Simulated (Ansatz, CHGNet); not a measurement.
Elastic constant C44 (GPa) of solids drawn from the class of intermetallic compounds, at two levels: the machine-learned potential CHGNet 0.3.0 (trained on PBE and PBE+U data), and r²SCAN (Ansatz, a first-principles code, PAW).

| solid | CHGNet 0.3.0 | r²SCAN | shift (%) |
|---|---|---|---|
| L1₂ (Cu3Au-type) Al₃Sc | 15.4 | 81.6 | +430 |
| L1₀ (CuAu-type) CuAu | 21.3 | 65.5 | +208 |
| CsCl-type RuAl | 43.0 | 137 | +219 |
| CsCl-type PdIn | 15.7 | 56.0 | +257 |
| CsCl-type CuZn | 22.0 | 96.2 | +337 |
| fluorite PtAl₂ | 15.2 | 50.2 | +230 |
| L1₂ (Cu3Au-type) Pt₃Ti | 43.5 | 147 | +238 |
| fluorite AuAl₂ | 5.87 | 56.4 | +861 |

The shifts run from +208 % to +861 %, with a median of +247 %.

Over all 8 rows r²SCAN is the larger in 8.

Ansatz's runs of these crystals have no spin polarisation. A magnetic state wasn't tried for L1₂ (Cu3Au-type) Al3Sc, CsCl-type PdIn, fluorite PtAl2, L1₂ (Cu3Au-type) Pt3Ti with meta-GGA or hybrid levels, which favour moments.

Spin–orbit coupling is left out, also for the solids with elements from indium on (L1₀ (CuAu-type) CuAu, CsCl-type PdIn, fluorite PtAl2, L1₂ (Cu3Au-type) Pt3Ti, fluorite AuAl2); its size isn't shown.

Each level is taken at its own relaxed cell. Ansatz's density-functional and Hartree–Fock values are scalar-relativistic unless marked +SOC, with PAW data made under PBE.
